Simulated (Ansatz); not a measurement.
The structure below was relaxed with PBE (Ansatz, a quantum-chemistry and plane-wave program, PAW, no SOC), earlier PAW set.

```yaml
crystal:
  lattice:
    - [0.00000, 3.32535, 3.32535]
    - [3.32535, 0.00000, 3.32535]
    - [3.32535, 3.32535, 0.00000]
  atoms:
    - { symbol: Te, position: [0.75000, 0.75000, 0.75000] }
    - { symbol: Hg, position: [0.00000, 0.00000, 0.00000] }
```

Q: Find the space group and the Wyckoff positions.

A: Space group F-43m (No. 216); a = 6.6507 Å, b = 6.6507 Å, c = 6.6507 Å, α = 90.00°, β = 90.00°, γ = 90.00°

```tsv
atom	site	symmetry	x	y	z
Te	4c	-43m	0.2500	0.2500	0.2500
Hg	4a	-43m	0.0000	0.0000	0.0000
```

Q: Describe the coordination.

A: The crystal has 8 atoms in its conventional cell. Lattice parameters: a = 6.651 Å, b = 6.651 Å, c = 6.651 Å, α = 90.00°, β = 90.00°, γ = 90.00°. Te has 4 Hg at 2.880 Å (tetrahedral). Hg sees 4 Te at 2.880 Å (tetrahedral). (Neighbours: up to the widest gap in distance over summed covalent radii, below 1.35, at either atom; cation-cation and far metal-metal contacts left out.)

With Hg and Te present, leaving out spin-orbit coupling can change the band edges. Stability against distortions was not tested. The final runs are not spin-polarised. The cell was made from HgS by this change: S → Te.
